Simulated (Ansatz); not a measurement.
Results of r²SCAN+rVV10 (PAW; Ansatz, a program for electronic structure) for CuI (P4/nmm, No. 129, 4 atoms in the cell; start mp-22863; a measured phase of this formula has another space group).

Numerical settings: plane-wave cutoff 500 eV, 10×10×6 k mesh (along the axes of the cell as run), Fermi–Dirac smearing 0.05 eV, no spin polarisation, scalar-relativistic PAW data made under PBE.

Cell (relaxed at this level):

```xyz
4
Lattice="4.0543 0.0000 0.0000 0.0000 4.0543 0.0000 0.0000 0.0000 6.3519" Properties=species:S:1:pos:R:3 pbc="T T T"
Cu     2.0272     2.0272     0.0000
Cu     0.0000     0.0000     0.0000
I      2.0272     0.0000     1.6932
I      0.0000     2.0272     4.6586
```

What does this level give for the band gap?


* **band gap**: 2.01 eV (on the SCF k mesh)

Note: the relaxation could not lower the start's symmetry, so the cell can be a saddle point above a distorted one.

Spin–orbit coupling is not included; with these elements it can move the gap by several tenths of an eV or more.

Static lattice: no zero-point or thermal effects.

The result took about 9 core-minutes (a rough figure).

A start named mp-… is a Materials Project structure, which need not be a measured phase.
